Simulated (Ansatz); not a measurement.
Here is the system:

```xyz
2
Lattice="0.0000 1.7775 1.7775 1.7775 0.0000 1.7775 1.7775 1.7775 0.0000" Properties=species:S:1:pos:R:3 pbc="T T T"
B      0.0000     0.0000     0.0000
N      0.8887     0.8887     0.8887
```

No spin polarisation.

The values are results of Kohn–Sham DFT with the LDA functional, run in Ansatz (a first-principles code) with PAW and 420 eV plane waves, spin-orbit coupling left out, not measurements. Settings: 16×16×16 k-points, 0.05 eV Fermi–Dirac smearing.

Predict the gap character, band gap and smallest direct gap.


```json
{
  "gap_character": "indirect, Γ → X",
  "band_gap": "4.42 eV",
  "smallest_direct_gap": "8.93 eV"
}
```

Load acts through the strain it causes; cell and atoms are relaxed under it. No phonon test of stability was made. Competing high-pressure phases were not computed. The cell was made from BN in the zinc blende structure (space group F-43m, No. 216) by this change: pressure 9 GPa.
